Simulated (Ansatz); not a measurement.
A self-consistent single point of NbAs (Imm2, 4 atoms in the cell) with Ansatz (a program for electronic structure).

Method: PBEsol, default PAW files made with PBE (plane waves; Ansatz).

```xyz
4
Lattice="-1.7419 1.7419 5.9346 1.7419 -1.7419 5.9346 1.7419 1.7419 -5.9346" Properties=species:S:1:pos:R:3 pbc="T T T"
Nb     0.0000     0.0000     8.9485
Nb     1.7419     0.0000     5.9312
As     0.0000     0.0000     1.9855
As     0.0000     1.7419     4.9527
```

Reference input (self-consistent single point, DFT, PBEsol, plane waves, default PAW files made with PBE): basis.ecutwfc = 30.9 Ry; kpoints.mp_grid.grid = 8 8 8; hamiltonian.xc = pbesol; hamiltonian.pseudopotentials = {kind: paw} (the program's default PAW files); scf.occupations.method = gaussian; scf.occupations.width = 0.0073 Ry. This run's input differs from it in these lines:

Ansatz 0.2 input:
```diff
@@ -14,3 +14,3 @@
 kpoints:
-  mp_grid: { grid: [8, 8, 8] }
+  mp_grid: { grid: [6, 6, 6] }
 hamiltonian:
@@ -19,3 +19,3 @@
 scf:
-  occupations: { method: gaussian, width: 0.0073 Ry }
+  occupations: { method: gaussian, width: 0.0037 Ry }
 output:
```

The program printed (abridged):

```
SCF iter   1: F=—  HF=-18619.845611 eV  |F-HF|=—  |Δ(HF+E_count)|=         —  Δρ=8.39e-3  dr2=4.22e-2  ethr=1.77e-3  ⟨swp⟩=6.0  Hψ=6335  notcnv=0
all-band conjugate gradients solve this SCF's bands
preconditioner: auto → Resta (q_TF=auto, 2.616 Å⁻¹)
SCF iter   2: F=—  HF=-18619.838830 eV  |F-HF|=—  |Δ(HF+E_count)|=   6.78e-3  Δρ=4.54e-3  dr2=1.12e-2  ethr=7.54e-5  ⟨swp⟩=1.9  Hψ=2043  notcnv=0  defer=10
   [... lines left out ...]
SCF iter   4: F=—  HF=-18619.837305 eV  |F-HF|=—  |Δ(HF+E_count)|=   1.01e-5  Δρ=1.16e-4  dr2=9.75e-6  ethr=3.96e-7  ⟨swp⟩=2.6  Hψ=2656  notcnv=0  defer=10
SCF iter   5: F=—  HF=-18619.837298 eV  |F-HF|=—  |Δ(HF+E_count)|=   7.02e-6  Δρ=4.94e-5  dr2=1.69e-6  ethr=1.74e-8  ⟨swp⟩=2.0  Hψ=2692  notcnv=0  defer=10
SCF iter   6: F=—  HF=-18619.837297 eV  |F-HF|=—  |Δ(HF+E_count)|=   9.76e-7  Δρ=1.48e-5  dr2=1.68e-7  ethr=3.02e-9  ⟨swp⟩=2.0  Hψ=2679  notcnv=0  defer=10
SCF iter   7: F=-18619.837297 eV  HF=-18619.837297 eV  |F-HF|=3.75e-9  |Δ(HF+E_count)|=   1.82e-8  Δρ=3.21e-6  dr2=9.36e-9  ethr=1.79e-10  ⟨swp⟩=8.1  Hψ=5445  notcnv=0
SCF 1 converged in 7 iterations: F = -18619.837297 eV  dr2 = 9.36e-9
Free energy (F): -18619.837297 eV
Internal energy: -18619.835794 eV  (E = F + TS)
E sigma→0 (E₀):  -18619.836545 eV
Entropy (-TS):   -0.001503 eV (-0.376 meV/atom)
Fermi energy:    15.482515 eV
--- Forces (eV/Å), atoms counted from 1 ---
  atom   1  Nb     0.00000000     0.00000000    -0.62290094
  atom   2  Nb     0.00000000     0.00000000     0.06315319
  atom   3  As     0.00000000     0.00000000     0.27262380
  atom   4  As     0.00000000     0.00000000     0.28712095
--- Stress (GPa, compression-positive) ---
       -7.341467       0.000000       0.000000
        0.000000      -8.169093       0.000000
        0.000000       0.000000      -6.840475
  P = ⅓ Tr σ = -7.4503 GPa (-74.503 kbar)
  The stress holds the Pulay correction. Without it, at fixed plane waves, as pw.x and ABINIT print it: P = -7.4734 GPa
```

The run converged in 7 iterations. Against the reference run the free energy goes up by 4.5 meV/atom, the pressure hardly changes (-7.52 to -7.45 GPa) and the largest force goes from 0.664 to 0.623 eV/Å.

The starting cell comes from a database of computed structures (which also holds hypothetical and non-ambient phases and stackings), without a prior relaxation at this level. Its lattice was rescaled by up to half a per cent. One atom was moved a little off its site on purpose. Spin polarisation is off. With a pressure of about -7 GPa the cell is away from its equilibrium volume at this level. Ansatz's pressure includes its estimate of the finite-basis (Pulay) stress.
